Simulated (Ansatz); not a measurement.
## A computed series for TiGeO3: pressure series

The parent structure is TiGeO3 (space group R-3, No. 148; a = 4.977 Å, c = 19.748 Å (hexagonal axes); a cell from a computed database, its experimental status unchecked; layered, stacked along the Cartesian z axis).

Cell and atoms are relaxed at each pressure.

Method: Ansatz (a first-principles code) PBEsol, no SOC.

```csv
case,band gap,c/a ratio,lattice parameter a
base,1.13 eV,3.968,4.977 Å
pressure 0.3 GPa,1.10 eV,3.906,4.973 Å
pressure 0.7 GPa,1.07 eV,3.846,4.968 Å
pressure 1.5 GPa,1.01 eV,3.766,4.960 Å
pressure 5 GPa,0.81 eV,3.583,4.929 Å
pressure 7.5 GPa,0.70 eV,3.501,4.913 Å
pressure 10 GPa,0.63 eV,3.446,4.897 Å
```

Load acts through the strain it causes; cell and atoms are relaxed under it. Whether these cells are dynamically stable was not tested. No other phases were tried under pressure. The final runs are not spin-polarised. No dispersion term is included in the PBEsol runs.
